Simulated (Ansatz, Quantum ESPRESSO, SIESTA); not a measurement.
## Code comparison for Ni3Si (Pm-3m, 4 atoms in the cell)

Relaxation of cell and atoms.

```yaml
crystal:
  lattice:
    - [3.51807, 0.00000, 0.00000]
    - [0.00000, 3.51807, 0.00000]
    - [0.00000, 0.00000, 3.51807]
  atoms:
    - { symbol: Si, position: [0.00000, 0.00000, 0.00000] }
    - { symbol: Ni, position: [0.00000, 0.50000, 0.50000] }
    - { symbol: Ni, position: [0.50000, 0.00000, 0.50000] }
    - { symbol: Ni, position: [0.50000, 0.50000, 0.00000] }
```

Shared settings, as Ansatz (a first-principles code) writes them: kpoints.mp_grid.grid = 9 9 9; scf.occupations.method = fermi_dirac; scf.occupations.width = 0.05 eV. Potentials and cutoffs stand in the table.

```json
[
 {"code": "Ansatz", "model": "PBE, default PAW files", "final volume (Å³/atom)": "10.78", "cutoff": "default"},
 {"code": "Quantum ESPRESSO", "model": "PBE, PSlibrary PAW (PBE) pseudopotentials", "final volume (Å³/atom)": "10.76", "cutoff": "50 Ry"},
 {"code": "SIESTA", "model": "GGA PBE, numerical atomic orbitals TZP, PseudoDojo PBE standard norm-conserving potentials (rewritten from UPF to PSML)", "final volume (Å³/atom)": "10.65", "cutoff": "grid 400 Ry"}
]
```

On Ansatz's run: spin polarisation is off.

The spread over the programs that give each value: final volume within 0.13 Å³/atom.

SIESTA uses small atom-centred bases, whose incompleteness enters pressures, forces and empty levels differently from a plane-wave cutoff. The programs treat the finite-basis stress differently while the cell relaxes: Ansatz adds an estimate of it.

The starting cell has typed, rounded lattice constants, without a prior relaxation at this level. Its lattice was rescaled by a random factor within 2.5 % of one.

Keys are those of Ansatz 0.2.
